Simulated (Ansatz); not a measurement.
Consider the following.

Host crystal: wurtzite GaN, with a band gap (PBE, scalar-relativistic without spin-orbit coupling).

End structure of NH3 on the 1x1 (10-10) surface of wurtzite GaN (cut with top plane Ga + N), one in a 2x1 cell, started at the site 'bridge Ga-Ga-Ga-N-N-N (span 3.3 Å)':

```xyz
36
Lattice="6.4370 0.0000 0.0000 0.0000 5.2431 0.0000 0.0000 0.0000 28.5000" Properties=species:S:1:pos:R:3 pbc="T T T"
Ga     1.6092     5.3905     9.8846
Ga     4.8277     5.3905     9.8846
N      1.6092     1.9573     9.6229
N      4.8277     1.9573     9.6229
Ga     0.0000     2.5832    10.4285
Ga     3.2185     2.5832    10.4285
N      0.0000     4.5528    10.5107
N      3.2185     4.5528    10.5107
Ga     0.0000     5.2433    12.4420
Ga     3.2185     5.2433    12.4420
N      0.0000     1.9626    12.3899
N      3.2185     1.9626    12.3899
Ga     1.6092     2.5945    13.2937
Ga     4.8277     2.5945    13.2937
N      1.6092     4.5739    13.3201
N      4.8277     4.5739    13.3201
Ga     1.6086     5.2196    15.1981
Ga     4.8270     5.2223    15.2039
N      1.6085     1.9519    15.1717
N      4.8269     1.9577    15.1811
Ga     0.0111     2.6136    16.0707
Ga     3.2056     2.6136    16.0710
N      0.0035     4.5826    16.1097
N      3.2135     4.5826    16.1099
Ga     0.0057     5.2060    18.0382
Ga     3.2101     5.2061    18.0386
N      0.0137     1.9475    17.9759
N      3.2013     1.9474    17.9764
Ga     1.6074     2.7169    18.8285
Ga     4.8260     2.7719    18.5546
N      1.6078     4.6011    18.9364
N      4.8265     4.5845    18.8820
N      1.6040     1.5877    20.5800
H      2.4278     1.7185    21.1698
H      0.7744     1.7160    21.1623
H      1.6065     0.5812    20.1628
```

Slab: 36 atoms, 9.3 Å thick at the start under the adsorbate (thin: gaps and levels are the slab's own); k 3x4x1, smearing 0.01 eV, dipole-corrected; single point; no symmetry held, on the structure that PBE left; no spin, no spin-orbit, no U, no dispersion correction. At the end it is bonded to Ga. In PBE it is, or lies within 0.03 eV of, the lowest of the starts that converged; the order may differ at this level.

A negative adsorption energy means that the adsorbate is more stable on the surface than in its reference.

Question: What change of the step from the bottom to the top vacuum level, against the clean slab does r2SCAN, at the PBE geometry in Ansatz (a first-principles code) give?

Answer: -2.21 eV

Question: Give the adsorption energy against NH3(g) at the same level at the level r2SCAN, at the PBE geometry.

Answer: -32.1 kcal/mol
